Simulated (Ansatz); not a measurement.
An ideal cubic perovskite cell is held by its symmetry; such compounds can tilt or shift off centre at room temperature. The starting structures come from a database of crystals and need not be the phases stable at ambient conditions.

 Where the default PAW files enter, the runs use the earlier of Ansatz's two default sets.

The decay constant κ of evanescent states in the gap governs leakage through a thin film.

```
MgRbF3
1.0
    5.73737     0.00000     0.00000
   -2.86868     4.96870     0.00000
    2.86868     1.65623     2.34227
Rb Mg F
1 1 3
Direct
  0.00000   0.00000   0.00000
  0.00000   0.50000   0.50000
  0.50000   0.50000   0.00000
  0.50000   0.00000   0.00000
  0.00000   0.50000   0.00000
```

Space group of this cell: Pm-3m, cubic perovskite. The cell is taken as given.

Transport runs along the normal of the first two printed cell vectors, the (111) plane of the conventional cell.

No gap correction and no spin-orbit coupling; mid-gap values are interpolated between computed energies.

Question: Predict the band gap and the smallest decay constant κ at mid-gap from r2SCAN in Ansatz (a quantum-chemistry and plane-wave program).

Answer: Gap 8.34 eV on a 12×12×12 mesh; κ = 0.525 1/Å, at the zone centre.
